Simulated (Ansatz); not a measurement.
The parent structure is Ba in the bcc (W type) structure (space group Im-3m, No. 229; a = 4.882 Å; relaxed with 0.1 eV smearing).

Calculations: PBEsol in Ansatz (plane waves to 420 eV, PAW, no SOC).

For the base:

- Pressure: 0.0 GPa
- Band gap: zero

Modification: every lattice vector is stretched by 2.50 %; the atoms relax in the strained cell.

**Question.** How does this affect the energy relative to the base, pressure and band gap?

**Answer.** The energy rises by 8.7 meV/atom; the pressure goes from zero to -0.6 GPa; the band gap is still zero.

Whether these cells are dynamically stable was not tested.

Ansatz is a quantum-chemistry and plane-wave program.
